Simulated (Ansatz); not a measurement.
The starting structures come from a database of crystals and need not be the phases stable at ambient conditions.

By PBEsol, the system below comes out a metal.

Without scattering a metal conducts by its projected Fermi surface.

Given:

```yaml
crystal:
  lattice:
    - [4.39357, 0.00000, 0.00000]
    - [-2.19679, 3.80495, 0.00000]
    - [2.19679, 1.26832, 3.58734]
  atoms:
    - { symbol: Li, position: [0.50000, 0.75000, 0.75000] }
    - { symbol: Li, position: [0.50000, 0.25000, 0.25000] }
    - { symbol: Li, position: [0.00000, 0.50000, 0.50000] }
    - { symbol: Au, position: [0.00000, 0.00000, 0.00000] }
```

Space group of this cell: Fm-3m. The cell is taken as given.

The current flows along the normal of the first two printed cell vectors, the (111) plane of the conventional cell. No spin-orbit coupling; the value is a mean over 0.1 eV about the Fermi level.

State the ballistic conductance per area according to PBEsol (Ansatz, a first-principles code).

0.63 × 10¹⁵ S/m² for both spins.
